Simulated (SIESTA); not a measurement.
SIESTA run on NbN (Fm-3m, 2 atoms in the cell): self-consistent single point.

Level of theory: GGA PBE, numerical atomic orbitals TZP, PseudoDojo PBE standard norm-conserving potentials (rewritten from UPF to PSML) (SIESTA 5.4.2).

The change in words: lattice scaled by 0.98. Reference geometry:
```xyz
2
Lattice="0.0000 2.2144 2.2144 2.2144 0.0000 2.2144 2.2144 2.2144 0.0000" Properties=species:S:1:pos:R:3 pbc="T T T"
Nb     2.2144     2.2144     2.2144
N      0.0000     0.0000     0.0000
```

Reference input (self-consistent single point, DFT, GGA PBE, numerical atomic orbitals TZP, PseudoDojo PBE standard norm-conserving potentials (rewritten from UPF to PSML)): XC.functional = GGA; XC.authors = PBE; potentials = PseudoDojo PBE standard; PAO.BasisSize = TZP; PAO.EnergyShift = 0.005 Ry; MeshCutoff = 350 Ry; kgrid.MonkhorstPack = 13 13 13; OccupationFunction = MP; OccupationMPOrder = 0; ElectronicTemperature = 0.05 eV; MaxSCFIterations = 150; SCF.Mixer.Method = Broyden. This run's input differs from it in these lines:

```diff
@@ -10,7 +10,7 @@
 %endblock ChemicalSpeciesLabel
-LatticeConstant              3.131685 Ang
+LatticeConstant              3.069051 Ang
 %block LatticeVectors
-     0.000000000    0.707106877    0.707106877
-     0.707106877    0.000000000    0.707106877
-     0.707106877    0.707106877    0.000000000
+     0.000000000    0.707106855    0.707106855
+     0.707106855    0.000000000    0.707106855
+     0.707106855    0.707106855    0.000000000
 %endblock LatticeVectors
@@ -18,3 +18,3 @@
 %block AtomicCoordinatesAndAtomicSpecies
-     4.184677561    4.184677561    4.184677561  1
+     4.100983480    4.100983480    4.100983480  1
      0.000000000    0.000000000    0.000000000  2
```

The program printed (abridged):

```
        iscf     Eharris(eV)        E_KS(eV)     FreeEng(eV)     dDmax    Ef(eV) dHmax(eV)
   scf:    1    -1942.720127    -1970.922857    -1970.924217  1.108652 -2.830155 11.830908
   scf:    2    -1978.096633    -1974.753638    -1974.754535  0.115895 -2.988850  7.940895
   scf:    3    -1978.859155    -1978.311105    -1978.311787  0.401092 -3.399587  1.153870
   scf:    4    -1977.538098    -1978.091958    -1978.092627  0.115915 -3.391105  2.016511
   scf:    5    -1978.490629    -1978.365428    -1978.366250  0.146268 -3.631076  0.290829
   [... 11 lines left out ...]
   scf:   17    -1978.370326    -1978.370326    -1978.371088  0.000014 -3.663318  0.000096
   scf:   18    -1978.370326    -1978.370326    -1978.371088  0.000012 -3.663318  0.000091
   scf:   19    -1978.370326    -1978.370326    -1978.371088  0.000011 -3.663317  0.000085
   scf:   20    -1978.370326    -1978.370326    -1978.371088  0.000010 -3.663317  0.000079
SCF Convergence by DM+H criterion
max |DM_out - DM_in|         :     0.0000098189
max |H_out - H_in|      (eV) :     0.0000785628
SCF cycle converged after 20 iterations

Using DM_out to compute the final energy and forces

siesta: E_KS(eV) =            -1978.3703

siesta: E_KS - E_eggbox =     -1978.3703

siesta: Atomic forces (eV/Ang):
     1    0.000000    0.000000    0.000000
     2   -0.000000   -0.000000   -0.000000
   Tot    0.000000    0.000000    0.000000
   Max    0.000000
   Res    0.000000    sqrt( Sum f_i^2 / 3N )
   Max    0.000000    constrained

Stress tensor Voigt[x,y,z,yz,xz,xy] (kbar):     -223.70     -223.70     -223.70       -0.04       -0.04       -0.04
(Free)E + p*V (eV/cell)    -1975.5171
Target enthalpy (eV/cell)    -1978.3711

siesta: Program's energy decomposition (eV):
siesta: FreeEng =     -1978.371088

   [... lines left out ...]
siesta: Cell volume =         20.440780 Ang**3
siesta:         223.69961634        223.69959593  kBar
   [... lines left out ...]
               3Pdx2-y2
   2  5.564   1.522  -0.221   0.328   0.667   0.667   0.667  -0.397  -0.397
             -0.397   0.997   0.997   0.997   0.033   0.033   0.016   0.033

              0.016

mulliken: Qtot =       18.000

Mulliken Atomic Populations:
Atom #   charge [q] valence [e]  Species
     1     0.563643   12.436357  Nb
     2    -0.563643    5.563643  N
 Total    -0.000000
```

The run converged in 20 iterations. Against the reference run the free energy goes up by 42.4 meV/atom and the pressure goes from 0.80 to 22.37 GPa.

The starting cell comes from a database of computed structures (which also holds hypothetical and non-ambient phases and stackings), without a prior relaxation at this level. Its lattice was rescaled by a random factor within 2.5 % of one. For this run, on top of that: lattice scaled by 0.98. Spin polarisation is off. Values carry the incompleteness of an atom-centred basis. With a pressure of about 22 GPa the cell is away from its equilibrium volume at this level.

Cost on one core of a shared machine: roughly 3 min.
